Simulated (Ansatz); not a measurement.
Input:

```xyz
2
Lattice="2.6063 0.0000 0.0000 0.0000 2.6063 0.0000 1.3032 -1.3032 1.7884" Properties=species:S:1:pos:R:3 pbc="T T T"
N      1.3032     0.0000     0.8942
B      0.0000     0.0000     0.0000
```

No spin polarisation.

The values are results of Kohn–Sham DFT with the r2SCAN functional, run in Ansatz (a first-principles code) with PAW and 500 eV plane waves, spin-orbit coupling left out, not measurements. Γ-centred 16×16×16 mesh, Fermi–Dirac width 0.05 eV.

### Question
Predict the band gap, space group, hole mass and valence-band top at Γ.

### Answer
Band gap: 4.44 eV
Space group: I-4m2 (No. 119)
Hole mass: 0.48 mₑ out of plane, 0.51 mₑ in plane (at Γ)
Valence-band top at Γ (three highest levels, from the VBM): 0.00, -0.28, -0.28 eV

The cells carry an imposed strain or load. Masses are band curvatures over ±0.01 Å⁻¹ around the edge. Stability against distortions was not tested. The cell was made from BN in the zinc blende structure (space group F-43m, No. 216) by this change: biaxial strain +2.11 %, plane normal [001], relaxed out of plane.
